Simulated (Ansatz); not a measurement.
The reference is MgF$_{2}$ in the rutile structure (space group P4_2/mnm, No. 136; a = 4.6389 Å, c = 3.0624 Å).

Modification: cell and atoms relaxed at a pressure of 10 GPa.

Levels (all Ansatz, a quantum-chemistry and plane-wave program, PAW): PBEsol (420 eV, no spin-orbit coupling); HSE06 (420 eV, no SOC).

The geometry is relaxed with PBEsol.

```
Item              Result
---------------  -------
PBEsol band gap  7.47 eV
```

Predict the band gap from HSE06.

The band gap rises by 2.538 eV, from 7.47 eV to 10.00 eV.

Single points use the geometry relaxed with PBEsol. Load acts through the strain it causes; cell and atoms are relaxed under it. Whether these cells are dynamically stable was not tested. Competing high-pressure phases were not computed. The base started in Pnnm and relaxed to P4_2/mnm at this level.
